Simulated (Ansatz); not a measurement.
Data:

```
CELL_PARAMETERS angstrom
      2.89791     0.00000     0.00000
      1.44896     2.50966     0.00000
      1.44896    -0.83655     2.29746
ATOMIC_POSITIONS crystal
  Au 0.00000 0.00000 0.00000
```

No spin polarisation.

The values are results of plane-wave PAW DFT at the LDA level (Ansatz, a quantum-chemistry and plane-wave program, 420 eV), no spin-orbit coupling, not measurements. k-mesh 28×28×28 (Γ-centred); smearing 0.1 eV (Fermi–Dirac).

**Question.** Predict the band gap, in-plane stress and space group.

**Answer.** The band gap is zero, the mean in-plane stress (compression positive) is -2.0 GPa and the space group is R-3m (No. 166).

The cells carry an imposed strain or load. Whether these cells are dynamically stable was not tested. The cell was made from Au in the fcc (Cu type) structure (space group Fm-3m, No. 225) by this change: biaxial strain +1.25 %, plane normal [111], relaxed out of plane.
